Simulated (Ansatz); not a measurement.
The starting structures come from a database of crystals and need not be the phases stable at ambient conditions.

 Where the default PAW files enter, the runs use the earlier of Ansatz's two default sets.

Tunnelling through a barrier is set by its complex band structure: the current falls as exp(−2κd) with the smallest κ.

Here is the system:

```yaml
crystal:
  lattice:
    - [4.74236, 0.00000, 0.00000]
    - [0.00000, 6.34068, 0.00000]
    - [0.00000, 0.00000, 5.18101]
  atoms:
    - { symbol: Li, position: [0.00056, 0.38691, 0.59687] }
    - { symbol: Li, position: [0.50056, 0.61309, 0.40313] }
    - { symbol: Li, position: [0.50056, 0.38691, 0.90313] }
    - { symbol: Li, position: [0.00056, 0.61309, 0.09687] }
    - { symbol: Si, position: [0.48908, 0.12081, 0.41914] }
    - { symbol: Si, position: [0.98908, 0.87919, 0.58086] }
    - { symbol: Si, position: [0.98908, 0.12081, 0.08086] }
    - { symbol: Si, position: [0.48908, 0.87919, 0.91914] }
    - { symbol: N, position: [0.85310, 0.08565, 0.39129] }
    - { symbol: N, position: [0.35310, 0.91435, 0.60871] }
    - { symbol: N, position: [0.35310, 0.08565, 0.10871] }
    - { symbol: N, position: [0.85310, 0.91435, 0.89129] }
    - { symbol: O, position: [0.40726, 0.65518, 0.04044] }
    - { symbol: O, position: [0.90726, 0.34482, 0.95956] }
    - { symbol: O, position: [0.90726, 0.65518, 0.45956] }
    - { symbol: O, position: [0.40726, 0.34482, 0.54044] }
```

Space group of this cell: Pca2_1. The cell is taken as given.

Transport runs along the normal of the first two printed cell vectors.

No gap correction and no spin-orbit coupling; mid-gap values are interpolated between computed energies.

### Question
Give the band gap and the smallest decay constant κ at mid-gap that r2SCAN run with Ansatz (an electronic-structure program) yields.

### Answer
Gap 6.19 eV on a 6×6×6 mesh; κ = 0.442 1/Å, at the zone centre.
